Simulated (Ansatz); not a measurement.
**BP: energy against strain**

BP (zinc blende, F-43m, 11.545 Å³/atom at rest) under an equal strain ε in the (111) plane with the normal axis free, as in a coherent film. PBEsol in Ansatz, a plane-wave DFT program (PAW, default set), 420 eV, 13×13×13 Γ-centred mesh, Fermi-Dirac smearing 0.05 eV; ions are relaxed within the symmetry of each cell.

Here s stands for strain and y for E less E0.

| strain (%) | E less E0 (meV/atom) |
|---|---|
| -2.50 | ? |
| -1.25 | 5.25 |
| -0.83 | 2.29 |
| -0.42 | 0.58 |
| 0.00 | 0.00 |
| 0.42 | 0.57 |
| 0.83 | 2.22 |
| 1.25 | 4.99 |

The 7 complete rows are fitted with a parabola, y against s. Least squares gives y = -0.002 - 0.0798·s + 3.2780·s². Residuals (row less fit): 0.030, -0.032, -0.030, 0.002, 0.027, 0.030, -0.030; standard error 0.037 (degrees of freedom: 4). Twice the quadratic coefficient over the volume, 2 × 3.2780 meV × 10⁴ × 0.1602 / 11.545 Å³, is twice the biaxial elastic modulus of this plane = 910 ± 6 GPa.

### Question
What does the fit predict for y at s = -2.50, and how far is the calculated value from it?

### Answer
y = -0.002 - 0.0798 × (-2.50) + 3.2780 × (-2.50)² = 20.685 meV/atom. The calculation gives 21.61 meV/atom, 0.925 meV/atom above the prediction (4.3 % of the range of y in the table). The row lies outside the fitted rows, so this is an extrapolation. From the scatter of the fitted rows alone, a prediction at this place has a standard error of 0.141 meV/atom, so the miss is 6.6 times that.

One order more, fitted to all 13 runs of the series, follows each within 0.01, so the miss is the next term of a smooth law. Rows are the converged runs of the series near zero and its far end; series whose fitted rows scatter by over a few per cent of the range, as at a crossing or softening among them, aren't shown in this form. Most that stay on the fit to the last digits aren't either.
